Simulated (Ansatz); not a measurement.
Take GaN in the wurtzite structure (space group P6_3mc, No. 186; a = 3.1518 Å, c = 5.1383 Å) as the base. Axes: x lies along a and z along c of the hexagonal cell.

Method: Kohn–Sham DFT with the LDA functional, run in Ansatz (a first-principles code) with PAW and 420 eV plane waves, scalar-relativistic without spin-orbit coupling.

Perturbation: the cell is compressed by 3.00 % along z with no lateral relaxation; the atoms relax in the strained cell.

Problem. Predict the stress tensor and what it implies for the stiffness.

Solution. Stress of the strained cell less that of the base (GPa, compression positive):
```
   3.53    0.00    0.00
   0.00    3.53    0.00
   0.00    0.00   12.71
```

Then −Δσ_ii/ε with ε = -0.0300 gives secant stiffness values (nonlinear terms included at this strain): C33 ≈ 424 GPa, C13 ≈ 118 GPa and C23 ≈ 118 GPa.

As a check, the harmonic strain energy −½ V₀ Δσ:ε is 13 meV/atom; the computed energy rise is 13 meV/atom.

Stability against distortions was not tested.
